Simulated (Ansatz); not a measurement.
Here is the system:

```
AlAs
1.0
    0.00000     2.86423     2.86423
    2.86423     0.00000     2.86423
    2.86423     2.86423     0.00000
As Al
1 1
Direct
  0.75000   0.75000   0.75000
  0.00000   0.00000   0.00000
```

No spin polarisation.

Computed with PBE in Ansatz (plane waves to 420 eV, PAW, no spin-orbit coupling). Settings: 10×10×10 k-points, 0.05 eV Fermi–Dirac smearing.

Problem. Predict the electron mass and gap character.

Solution. 
- Electron mass: 0.90 mₑ along k, 0.24 mₑ across (at X)
- Gap character: indirect, Γ → X

Effective masses come from finite differences of ±0.01 Å⁻¹. Along k means along the line from Γ to the band edge. Whether these cells are dynamically stable was not tested. The cell was made from GaAs by this change: Ga → Al.

Ansatz is a program for electronic structure.
